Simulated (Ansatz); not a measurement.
V₂Se₃ in the Bi2Te3 type structure (space group R-3m, No. 166; ferromagnetic; a hypothetical phase, not in the database extracts checked; layered, stacked along the Cartesian z axis)

```cif
data_Se9V6
_chemical_formula_sum 'V6 Se9'
_space_group_name_H-M_alt 'R-3m :H'
_space_group_IT_number 166
_space_group_name_Hall '-R 3 2"'
_cell_length_a 3.46393
_cell_length_b 3.46393
_cell_length_c 27.31070
_cell_angle_alpha 90.000
_cell_angle_beta 90.000
_cell_angle_gamma 120.000
loop_
_atom_site_label
_atom_site_type_symbol
_atom_site_symmetry_multiplicity
_atom_site_Wyckoff_symbol
_atom_site_fract_x
_atom_site_fract_y
_atom_site_fract_z
_atom_site_occupancy
V1 V 6 c 0.00000 0.00000 0.39679 1
Se1 Se 3 a 0.00000 0.00000 0.00000 1
Se2 Se 6 c 0.00000 0.00000 0.21773 1
```
(The calculation used a cell of 5 atoms; values per cell refer to that cell.)

Calculations: DFT with PBE-D3(BJ), PAW potentials and a 420 eV plane-wave cutoff in Ansatz (an electronic-structure program), no SOC. Γ-centred 15×15×15 mesh, Fermi–Dirac width 0.05 eV.

| Property | Value |
|---|---|
| Volume per atom | 18.92 Å³ |
| Density | 5.95 g/cm³ |
| Band gap | zero |
| Magnetic state | ferromagnetic |
| Total energy | -4447.446 eV/atom (σ→0; compares only within this code and set-up) |

The magnetic state is the one reached from the starting moments; the real material's order can differ, and small cells can't hold many antiferromagnetic ones. Stability against distortions was not tested.
